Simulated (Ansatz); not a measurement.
Symmetric slabs, relaxed from ideal cuts in 1x1 cells, of elemental solids: surface energy (J/m²) by functional, in Ansatz (plane waves, PAW). All structures are PBE's; the other columns are single points with references at the same level. No spin-orbit coupling, Hubbard U or dispersion.

```json
[
 {"system": "hcp Os (21-32), ideal cut with outer spacing 0.56 Å", "PBE": "3.86", "LDA": "4.47", "PBEsol": "4.33", "RPBE": "3.62", "r2SCAN": "4.15"},
 {"system": "hcp Mg (20-23), ideal cut with outer spacing 0.18 Å", "PBE": "0.70", "LDA": "0.79", "PBEsol": "0.77", "RPBE": "0.64", "r2SCAN": "0.79"},
 {"system": "hcp Cd (11-23), ideal cut with outer spacing 0.59 Å", "PBE": "0.36", "LDA": "0.57", "PBEsol": "0.52", "RPBE": "0.24", "r2SCAN": "0.46"},
 {"system": "hcp Mg (30-31), ideal cut with outer spacing 0.45 Å", "PBE": "0.63", "LDA": "0.71", "PBEsol": "0.70", "RPBE": "0.58", "r2SCAN": "0.71"},
 {"system": "fcc Au (310), ideal cut with outer spacing 0.66 Å", "PBE": "0.92", "LDA": "1.43", "PBEsol": "1.27", "RPBE": "0.69", "r2SCAN": "1.11"},
 {"system": "tetragonal indium (302), ideal cut with outer spacing 0.51 Å", "PBE": "0.32", "LDA": "0.47", "PBEsol": "0.43", "RPBE": "0.23", "r2SCAN": "0.35"},
 {"system": "bcc Fe, ferromagnetic (332), ideal cut with outer spacing 0.60 Å", "PBE": "2.72", "LDA": "3.42", "PBEsol": "3.15", "RPBE": "2.41", "r2SCAN": "–"},
 {"system": "hcp Sc (10-12), ideal cut with outer spacing 1.28 Å", "PBE": "1.35", "LDA": "1.49", "PBEsol": "1.45", "RPBE": "1.25", "r2SCAN": "1.46"},
 {"system": "hcp Be (31-42), ideal cut with outer spacing 0.17 Å", "PBE": "2.18", "LDA": "2.46", "PBEsol": "2.37", "RPBE": "2.03", "r2SCAN": "2.25"},
 {"system": "bcc Nb (332), ideal cut with outer spacing 0.71 Å", "PBE": "2.36", "LDA": "2.69", "PBEsol": "2.61", "RPBE": "2.21", "r2SCAN": "2.51"},
 {"system": "bcc K (332), ideal cut with outer spacing 1.13 Å", "PBE": "0.13", "LDA": "0.15", "PBEsol": "0.14", "RPBE": "0.11", "r2SCAN": "0.14"},
 {"system": "bcc Nb (322), ideal cut with outer spacing 0.40 Å", "PBE": "2.39", "LDA": "2.70", "PBEsol": "2.63", "RPBE": "2.23", "r2SCAN": "2.53"}
]
```

The rows are a random draw from the class, without slabs that broke up, higher cuts of a face and adsorbates that left their site. Mean shift from PBE over these rows: LDA 0.29 J/m² (from 0.02 to 0.69, 12 rows); PBEsol 0.20 J/m² (from 0.01 to 0.47, 12 rows); RPBE -0.14 J/m² (from -0.32 to -0.02, 12 rows); r2SCAN 0.11 J/m² (from 0.01 to 0.28, 11 rows).

Ansatz is a program for electronic structure.
